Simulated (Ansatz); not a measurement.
Ansatz (a first-principles code) run on HfIr3 (Pm-3m, 4 atoms in the cell): self-consistent single point.

Computed with PBEsol, PAW files made with PBE (plane waves; Ansatz).

The change in words: lattice scaled by 0.98. Reference geometry:
```
HfIr3
1.0
    3.87090     0.00000     0.00000
    0.00000     3.87090     0.00000
    0.00000     0.00000     3.87090
Hf Ir
1 3
Direct
  0.00000   0.00000   0.00000
  0.00000   0.50000   0.50000
  0.50000   0.00000   0.50000
  0.50000   0.50000   0.00000
```

Reference input (self-consistent single point, DFT, PBEsol, plane waves, PAW files made with PBE): kpoints.mp_grid.grid = 7 7 7; hamiltonian.xc = pbesol; hamiltonian.pseudopotentials = {kind: paw} (an earlier, softer set of the program's PAW files); scf.occupations.method = gaussian; scf.occupations.width = 0.2 eV. This run's input differs from it in these lines:

```diff
@@ -3,5 +3,5 @@
   lattice:
-    - [3.870902, 0.000000, 0.000000]
-    - [0.000000, 3.870902, 0.000000]
-    - [0.000000, 0.000000, 3.870902]
+    - [3.793484, 0.000000, 0.000000]
+    - [0.000000, 3.793484, 0.000000]
+    - [0.000000, 0.000000, 3.793484]
   atoms:
```

Output (repeated stretches shortened):

```
SCF iter   1: F=—  HF=-51009.116699 eV  |F-HF|=—  |Δ(HF+E_count)|=         —  Δρ=1.80e-1  dr2=3.53e1  ethr=3.10e-3  ⟨swp⟩=5.7  Hψ=3060  notcnv=0
all-band conjugate gradients solve this SCF's bands
preconditioner: auto → Kerker (q_TF=auto, 2.889 Å⁻¹)
SCF iter   2: F=—  HF=-51004.943168 eV  |F-HF|=—  |Δ(HF+E_count)|=    4.17e0  Δρ=9.84e-2  dr2=1.15e1  ethr=3.10e-3  ⟨swp⟩=2.3  Hψ=1680  notcnv=0  defer=47
   [... lines left out ...]
SCF iter   7: F=—  HF=-51002.607074 eV  |F-HF|=—  |Δ(HF+E_count)|=   2.12e-5  Δρ=2.89e-4  dr2=8.07e-5  ethr=4.77e-7  ⟨swp⟩=2.1  Hψ=1538  notcnv=0  defer=48
SCF iter   8: F=—  HF=-51002.607048 eV  |F-HF|=—  |Δ(HF+E_count)|=   2.57e-5  Δρ=7.01e-5  dr2=5.23e-6  ethr=1.05e-7  ⟨swp⟩=2.0  Hψ=1589  notcnv=0  defer=48
SCF iter   9: F=—  HF=-51002.607047 eV  |F-HF|=—  |Δ(HF+E_count)|=   1.14e-6  Δρ=1.38e-5  dr2=9.74e-8  ethr=1.30e-10  ⟨swp⟩=10.3  Hψ=4856  notcnv=0
SCF iter  10: F=-51002.607047 eV  HF=-51002.607047 eV  |F-HF|=3.31e-9  |Δ(HF+E_count)|=   2.88e-8  Δρ=2.83e-6  dr2=5.23e-9  ethr=1.27e-10  ⟨swp⟩=4.0  Hψ=2982  notcnv=0
SCF 1 converged in 10 iterations: F = -51002.607047 eV  dr2 = 5.23e-9
Free energy (F): -51002.607047 eV
Internal energy: -51002.555458 eV  (E = F + TS)
E sigma→0 (E₀):  -51002.581252 eV
Entropy (-TS):   -0.051589 eV (-12.897 meV/atom)
Fermi energy:    27.132937 eV
--- Forces (eV/Å), atoms counted from 1 ---
  atom   1  Hf     0.00000000    -0.00000000    -0.00000000
   [... zero for the other atoms too ...]
--- Stress (GPa, compression-positive) ---
       39.556581       0.000000       0.000000
       -0.000000      39.556581       0.000000
        0.000000       0.000000      39.556581
  P = ⅓ Tr σ = 39.5566 GPa (395.566 kbar)
  The stress holds the Pulay correction. Without it, at fixed plane waves, as pw.x and ABINIT print it: P = 39.4339 GPa
```

The run converged in 10 iterations. Against the reference run the free energy goes up by 138 meV/atom and the pressure goes from 13.85 to 39.56 GPa.

The starting cell comes from a database of computed structures (which also holds hypothetical and non-ambient phases and stackings), without a prior relaxation at this level. Its lattice was rescaled by a random factor within 2.5 % of one. For this run, on top of that: lattice scaled by 0.98. Spin polarisation is off. With a pressure of about 40 GPa the cell is away from its equilibrium volume at this level. Ansatz's pressure includes its estimate of the finite-basis (Pulay) stress.

Keys are those of Ansatz 0.2.
